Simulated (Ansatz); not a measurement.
Worked example: relaxation of cell and atoms of ZnCo2O4 (I4_1/amd, 14 atoms in the cell) in Ansatz (a program for electronic structure).

Level of theory: LDA (PW92), default PAW files made with PBE (plane waves; Ansatz).

```xyz
14
Lattice="-2.7892 2.7892 3.9517 2.7892 -2.7892 3.9517 2.7892 2.7892 -3.9517" Properties=species:S:1:pos:R:3 pbc="T T T"
Zn     0.0000     2.7892     1.9759
Zn     0.0000     0.0000     0.0000
Co     1.3946     2.7892    -0.9879
Co     0.0000     1.3946     4.9397
Co     1.3946     0.0000     2.9638
Co     2.7892     1.3946     0.9879
O      4.0278     0.0000     1.1003
O      0.0000     1.2386     3.0762
O      1.5506     0.0000     1.1003
O      2.7892     1.5506    -0.8755
O      1.2386     0.0000     4.8273
O      2.7892    -1.2386     2.8514
O      1.5506     2.7892     0.8755
O      2.7892     1.2386     2.8514
```

Reference input (self-consistent single point, DFT, LDA (PW92), plane waves, default PAW files made with PBE): kpoints.mp_grid.grid = 7 7 7; hamiltonian.xc = lda; hamiltonian.pseudopotentials = {kind: paw} (the program's default PAW files); scf.occupations.method = methfessel_paxton; scf.occupations.width = 0.02 Ry. This run's input differs from it in these lines:

```diff
@@ -27,2 +27,4 @@
   occupations: { method: methfessel_paxton, width: 0.02 Ry }
+relax:
+  cell: { p_target: "-2.0 GPa" }
 output:
```

Output, abridged:

```
   [... SCF lines of the steps left out ...]
relax step   1: F+E_penalty+E_count = -31183.65526504 eV  Δ(F+E_penalty+E_count) = +0.000e0 eV  max|allowed force component| = 5.578e-2 eV/Å  Δτ_max = 0.0000 Å  P = +5.312 GPa  Ω = 122.973 Å³  (10 SCF iters, dr2 threshold 1.00e-7 eV, accepted)
relax step   2: F+E_penalty+E_count = -31183.67944810 eV  Δ(F+E_penalty+E_count) = -2.418e-2 eV  max|allowed force component| = 3.358e-2 eV/Å  Δτ_max = 0.0038 Å  P = +1.597 GPa  Ω = 124.648 Å³  energy of the carried Pulay correction = -1.359e-2 eV  [...]
   [... lines left out ...]
relax step   6: F+E_penalty+E_count = -31183.69217201 eV  Δ(F+E_penalty+E_count) = +3.938e-3 eV  max|allowed force component| = 7.417e-4 eV/Å  Δτ_max = 0.0006 Å  P = -1.988 GPa  Ω = 126.613 Å³  energy of the carried Pulay correction = -1.639e-3 eV  [...]
relax step   7: F+E_penalty+E_count = -31183.69365002 eV  Δ(F+E_penalty+E_count) = -1.478e-3 eV  max|allowed force component| = 7.034e-4 eV/Å  Δτ_max = 0.0000 Å  P = -1.978 GPa  Ω = 126.613 Å³  stress off target by 2.29e-2 GPa  SCF on the basis [...]
basis re-selected at this cell: Δ(F+E_penalty+E_count) = -1.478e-3 eV, ΔP = +0.010 GPa vs the last step
the relaxation is at rest under the 16 symmetry operations that the run kept from its start: a minimum is not shown …
Stability not checked (fill_not_monotonic)
Free energy (F): -31183.693650 eV
Internal energy: -31183.714679 eV  (E = F + TS)
   [... lines left out ...]
Fermi energy:    12.635771 eV
  cell:  # Å, volume = 126.6128 Å³
   [... lines left out ...]
    - { symbol: O, position: [0.6102855329268987, 0.8308977178011285, 0.22061218487422968] }
    - { symbol: O, position: [0.13967334805266896, 0.8602855329268987, 0.27938781512577027] }
    - { symbol: O, position: [0.6102855329268988, 0.3896733480526692, 0.7793878151257705] }
    - { symbol: O, position: [0.5808977178011284, 0.8602855329268988, 0.7206121848742296] }
```

The run converged. 

Summary of the result:
| Item | Value |
|---|---|
| Free energy E − TS (on the zero of these files) | -31183.6937 eV |
| Pressure | -1.98 GPa |
| Final cell | a = 5.6364 Å, b = 5.6364 Å, c = 5.6364 Å, α = 120.00°, β = 120.00°, γ = 90.00° |
| Final volume per atom | 9.04 Å³ |
| Relaxation steps | 7 |

The starting cell comes from a database of computed structures (which also holds hypothetical and non-ambient phases and stackings), without a prior relaxation at this level. Its lattice was rescaled by a random factor within 2.5 % of one. Spin polarisation is off, so a magnetic state, if there is one, cannot be reached. The relaxation keeps the symmetry of its start, so its end need not be a minimum. Ansatz's pressure includes its estimate of the finite-basis (Pulay) stress. Without the estimate this run gives -3.25 GPa.

Cost on one core of a shared machine: roughly 4 min.

Keys are those of Ansatz 0.2.
